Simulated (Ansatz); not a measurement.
Levels about the gap of amorphous In9Ga9Zn9O38Si (66 atoms in a cell of 881 Å³, 5.44 g/cm³; zone centre alone, so wide bands show as single levels with stretches between that a denser mesh fills), at the geometry that PBE relaxed, where it gives 0.1 GPa on a denser mesh. The participation number counts the atoms over which a state spreads; weights are charges in smoothed Voronoi cells. The levels come from a single point, so bond lengths are those of that geometry. Method of the levels: PBE, scalar-relativistic without spin-orbit coupling (Ansatz, a program for electronic structure). Sampling: the zone centre alone; Fermi-Dirac width 0.02 eV; no spin polarisation.

Preparation: random packing, a CHGNet melt and quench, and a DFT relaxation. O atoms were pushed apart under 1.9 Å during the dynamics, to hinder bonds among them. The hot cell started wider than the set density and was brought back towards it in steps. It is the lowest in DFT energy of 2 quenches. It is a model cell: composition and starting density were chosen by hand, and all elements were melted together. No dispersion term was used. Its density started from a set value of 5.71 and ended at 5.44 g/cm³. Cooling (nominally 320 K/ps over its main leg) ran many orders faster than in experiment, which tends to leave more defects and strain. One small periodic cell is one sample of the glass; other quenches scatter about these values. Volume and shape were free in the relaxation.

```
E - E(highest filled), eV  filling  participation number        largest on  weight O  weight In  weight Ga  weight Zn
-------------------------  -------  --------------------  ----------------  --------  ---------  ---------  ---------
-0.33                       filled                  22.1   O, 3 neighbours      0.85       0.02       0.01       0.12
-0.27                       filled                  18.4   O, 3 neighbours      0.82       0.02       0.01       0.15
-0.25                       filled                  25.8   O, 3 neighbours      0.84       0.02       0.01       0.13
-0.21                       filled                  12.6   O, 3 neighbours      0.83       0.02       0.01       0.14
-0.15                       filled                  15.1   O, 3 neighbours      0.86       0.01       0.01       0.11
-0.11                       filled                  23.5   O, 3 neighbours      0.82       0.01       0.01       0.16
0.00                        filled                  16.8   O, 4 neighbours      0.84       0.01       0.01       0.14
0.91                         empty                  57.5  In, 5 neighbours      0.52       0.22       0.12       0.13
3.22                         empty                  19.0  In, 5 neighbours      0.56       0.30       0.05       0.08
3.38                         empty                  21.3  In, 5 neighbours      0.57       0.29       0.09       0.05
3.67                         empty                  35.7  In, 5 neighbours      0.58       0.25       0.07       0.10
3.84                         empty                  29.9  In, 5 neighbours      0.58       0.26       0.09       0.06
3.93                         empty                  24.4  In, 4 neighbours      0.57       0.29       0.10       0.05
4.19                         empty                  42.6  Ga, 4 neighbours      0.57       0.13       0.17       0.13
```

Most localised among these is the filled level at -0.21 eV, on a O atom, which has 3 neighbours (Ga 1.88 Å, In 2.11 Å, In 2.24 Å).
